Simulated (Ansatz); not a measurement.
**Lattice constant a of GeSe (model structure, started from the 4H type, P6₃mc, No. 186, 8 atoms in the cell) at several levels of theory**

No measured value is used here.

```json
[
 {"level (code)": "LDA (Ansatz)", "value (Å)": "?"},
 {"level (code)": "PBE (Ansatz)", "value (Å)": "4.799"},
 {"level (code)": "PBEsol (Ansatz)", "value (Å)": "4.713"},
 {"level (code)": "PBE-D3(BJ) (Ansatz)", "value (Å)": "4.783"}
]
```

Problem. What belongs in the gaps?

Solution. 
- LDA (Ansatz, a program for electronic structure), value (Å): 4.666

PBE-D3(BJ): a distance lies near a switch of the dispersion term, which can move the cell. Ansatz's density-functional and Hartree–Fock values are scalar-relativistic unless marked +SOC, with PAW data made under PBE.

A model structure was made by putting elements into a prototype or built by hand; it is no filed structure, need not be a known phase, and can be a saddle point held by its symmetry.
